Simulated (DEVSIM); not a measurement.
Device: illuminated Si n-on-p cell, one wavelength, at 300 K.

Layer 1 from the left is Si, thickness (μm) 0.100, Nd (cm⁻³) 8.6e18, τn (s) 3.8e-7, τp (s) 3.8e-7, absorption coefficient (cm⁻¹) 13000. Layer 2 from the left is Si, thickness (μm) 110, Na (cm⁻³) 2.4e15, τn (s) 3.2e-5, τp (s) 3.2e-5, absorption coefficient (cm⁻¹) 13000.

Left contact: ohmic, minority hole recombination velocity 2000 cm/s. Right contact: ohmic, minority electron recombination velocity 20000 cm/s. Voltage is applied to the left contact. Recombination: SRH at mid-gap, radiative, Auger. Light enters at the left, 5.8e16 photons cm⁻² s⁻¹, one pass, no reflection. Mobility is constant in doping.

The device is made up for the run: typed textbook-type constants, with dimensions and the other settings drawn at random. Values at 300 K.

Si: gap (eV) 1.124, affinity (eV) 4.05, permittivity 11.7, Nc (cm⁻³) 2.86e19, Nv (cm⁻³) 3.1e19, μn (cm²/Vs) 1417, μp (cm²/Vs) 470, B (cm³/s) 4.7e-15, Cn (cm⁶/s) 2.8e-31, Cp (cm⁶/s) 9.9e-32.

DEVSIM, 1D drift-diffusion, Boltzmann statistics, complete ionisation; no tunnelling, impact ionisation, image-force lowering or self-heating.

**Question.** What does the simulation give for the fill factor, the dark forward voltage at 1 A/cm²?

**Answer.** fill factor 0.81; dark forward voltage at 1 A/cm² 0.643 V.
